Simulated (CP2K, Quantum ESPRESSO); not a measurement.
A Quantum ESPRESSO input for a self-consistent single point of PbS₂ (I4/mcm, 6 atoms in the cell) (DFT, LDA (PW92), plane waves, PseudoDojo standard norm-conserving (LDA) pseudopotentials):

```fortran
&CONTROL
  calculation = 'scf'
  prefix = 'scf'
  outdir = './work'
  pseudo_dir = './'
  tprnfor = .true.
  tstress = .true.
/
&SYSTEM
  ibrav = 7
  celldm(1) = 11.59843975
  celldm(3) = 1.2281766741
  nat = 6
  ntyp = 2
  ecutwfc = 60
  occupations = 'smearing'
  smearing = 'fd'
  degauss = 0.0036749
/
&ELECTRONS
  conv_thr = 1.0d-10
  mixing_beta = 0.4
/
ATOMIC_SPECIES
Pb   207.2000  Pb.upf
S     32.0600  S.upf
ATOMIC_POSITIONS {alat}
Pb    0.00000000    0.00000000    0.92113251
Pb    0.00000000    0.00000000    0.30704417
S    -0.11903000    0.61903000    0.00000000
S    -0.38097000   -0.11903000    0.61408834
S    -0.11903000    0.38097000    0.61408834
S    -0.38097000    0.11903000    0.00000000
K_POINTS {automatic}
6 6 6  0 0 0
```

### Question
Write the same calculation as an input for CP2K.

### Answer
One input that does it (others would too):

```
&GLOBAL
  PROJECT bulk
  RUN_TYPE ENERGY_FORCE
  PRINT_LEVEL MEDIUM
&END GLOBAL
&FORCE_EVAL
  METHOD Quickstep
  STRESS_TENSOR ANALYTICAL
  &DFT
    BASIS_SET_FILE_NAME BASIS_MOLOPT
    POTENTIAL_FILE_NAME GTH_POTENTIALS
    &QS
      METHOD GPW
      EPS_DEFAULT 1E-10
    &END QS
    &MGRID
      CUTOFF 400
      REL_CUTOFF 60
      NGRIDS 5
    &END MGRID
    &SCF
      SCF_GUESS ATOMIC
      EPS_SCF 1E-6
      MAX_SCF 100
      ADDED_MOS 6
      &DIAGONALIZATION
        ALGORITHM STANDARD
      &END DIAGONALIZATION
      &MIXING
        METHOD BROYDEN_MIXING
        ALPHA 0.2
        NBUFFER 10
      &END MIXING
      &SMEAR ON
        METHOD FERMI_DIRAC
        ELECTRONIC_TEMPERATURE [K] 580.23
      &END SMEAR
    &END SCF
    &KPOINTS
      SCHEME MONKHORST-PACK 6 6 6
      GAMMA_CENTERED T
    &END KPOINTS
    &XC
      &XC_FUNCTIONAL PADE
      &END XC_FUNCTIONAL
    &END XC
    &PRINT
      &MO
        EIGENVALUES T
        OCCUPATION_NUMBERS T
        NDIGITS 8
        FILENAME mo
        &EACH
          QS_SCF 0
        &END EACH
        ADD_LAST NUMERIC
      &END MO
      &MULLIKEN ON
      &END MULLIKEN
    &END PRINT
  &END DFT
  &SUBSYS
    &CELL
      A 5.74812700 0.00000000 0.00000000
      B -0.80539900 5.69142300 0.00000000
      C -2.47136400 -2.84571200 4.33996000
      PERIODIC XYZ
    &END CELL
    &COORD
      Pb       3.70704600     4.26856725     0.00000000
      Pb       1.23568200     1.42285575     0.00000000
      S       -1.63838150     1.42285538     3.20315088
      S        4.10974550     1.42285562     1.13680912
      S        1.61304870     3.59111692     2.16998000
      S        0.85831530    -0.74540592     2.16998000
    &END COORD
    &KIND Pb
      BASIS_SET DZVP-MOLOPT-SR-GTH-q4
      POTENTIAL GTH-PADE-q4
    &END KIND
    &KIND S
      BASIS_SET DZVP-MOLOPT-SR-GTH-q6
      POTENTIAL GTH-PADE-q6
    &END KIND
  &END SUBSYS
  &PRINT
    &FORCES ON
    &END FORCES
    &STRESS_TENSOR ON
    &END STRESS_TENSOR
  &END PRINT
&END FORCE_EVAL
```

Basis, cutoffs, solver keys and any potentials are the target program's own. This input uses DFT LDA (Pade form), GPW, DZVP-MOLOPT-SR-GTH basis, GTH-PADE potentials (GTH_POTENTIALS). LDA parametrisations can differ slightly between programs.

The starting cell comes from a database of computed structures (which also holds hypothetical and non-ambient phases and stackings), without a prior relaxation at this level. Its lattice was rescaled by a random factor within 2.5 % of one.
